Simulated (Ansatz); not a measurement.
Structures of equal composition on the (111) surface of fcc Al: a pseudomorphic layer of W in the host's stacking; a pseudomorphic layer of W in the other hollow. The slabs share one bottom face, and each structure is named by its start. These are constructed structures in small cells; real faces may alloy, dewet or reconstruct in larger ones, and not all known structures of the face are among them. Slabs of about 12 Å, Fermi-Dirac smearing of 0.1 eV. Bottom of the slabs: a bare face, its two planes held. Relaxed from the named starts with such symmetry as they have, on meshes of like density; energies extrapolated to zero smearing; spin only where a row says so; no spin-orbit coupling, no U. Brackets mark spin-polarised runs, whose order is one that fits the cell.

Computed with PBE (plane waves to 420 eV, PAW; Ansatz, a program for electronic structure).

### Question
Rank these by energy per 1x1 cell (lowest first), as PBE gives it.

### Answer
a pseudomorphic layer of W in the host's stacking (0.000 eV), a pseudomorphic layer of W in the other hollow (0.094 eV)
